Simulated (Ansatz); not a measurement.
For TaGa3 (I4/mmm, No. 139, 4 atoms in the cell; start mp-11416), PBEsol (Ansatz, an electronic-structure program, plane waves, PAW) gives:

```
Quantity                   Result
-------------------  ------------
lattice parameter a       3.776 Å
lattice parameter c       8.635 Å
bulk modulus B0           141 GPa
cohesive energy      4.77 eV/atom
```

**Question.** What does r²SCAN (PAW; Ansatz) give for the same quantities?

**Answer.** 
- lattice constant a: 3.789 Å (goes up by 0.3 %)
- lattice parameter c: 8.668 Å (goes up by 0.4 %)
- bulk modulus: 143 GPa (hardly moves)
- cohesive energy: 4.32 eV/atom (decreases by 0.45 eV/atom)

Changes are worked out from the printed values.

Unless a cell is named, each level is at its own relaxed cell (PBEsol 15.39, r²SCAN 15.56 Å³/atom).

Levels without +SOC leave out spin–orbit coupling, which shifts energies and cells of such heavy elements.

Caveats: the bulk modulus is −V dP/dV from two relaxed cells at ±2 % in volume (PBEsol, r²SCAN); the relaxation could not lower the start's symmetry, so the cell can be a saddle point above a distorted one (PBEsol, r²SCAN). Ansatz's density-functional and Hartree–Fock values are scalar-relativistic unless marked +SOC, with PAW data made under PBE.

A start named mp-… is a Materials Project structure, which need not be a measured phase.
